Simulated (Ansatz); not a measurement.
Band structure of Zn (P6_3/mmc, 2 atoms in the cell).

```
Zn
1.0
    1.33000    -2.30363     0.00000
    1.33000     2.30363     0.00000
    0.00000     0.00000     4.95000
Zn
2
Cartesian
  1.33000   0.76788   1.23750
  1.33000  -0.76788   3.71250
```

Computed with PBE (plane waves, PAW; Ansatz, a quantum-chemistry and plane-wave program).

Settings: kpoints.mp_grid.grid = 14 14 7; hamiltonian.xc = pbe; hamiltonian.pseudopotentials = {kind: paw} (the program's default PAW files); scf.occupations.method = fermi_dirac; scf.occupations.width = 0.05 eV; kpoints.band_path.npoints = 8.

The starting cell has typed, rounded lattice constants, without a prior relaxation at this level.

Levels in eV from the Fermi level, bands 9 to 15:
| point | 9 | 10 | 11 | 12 | 13 | 14 | 15 |
|---|---|---|---|---|---|---|---|
| Γ | -7.25 | -7.04 | -7.04 | -3.63 | -3.02 | 13.51 | 17.09 |
| M | -6.86 | -6.84 | -2.81 | -2.12 | 2.63 | 3.57 | 4.11 |
| K | -7.14 | -7.14 | 0.06 | 0.06 | 0.19 | 4.99 | 6.12 |
| A | -7.13 | -7.13 | -7.13 | -7.13 | 4.57 | 4.57 | 18.75 |
| L | -6.85 | -6.85 | -1.84 | -1.84 | 0.17 | 0.17 | 10.10 |
| H | -7.05 | -7.05 | 0.99 | 0.99 | 1.85 | 1.85 | 2.20 |

Bands cross the Fermi level along this path, so the cell is metallic at this level.

Keys are those of Ansatz 0.2.
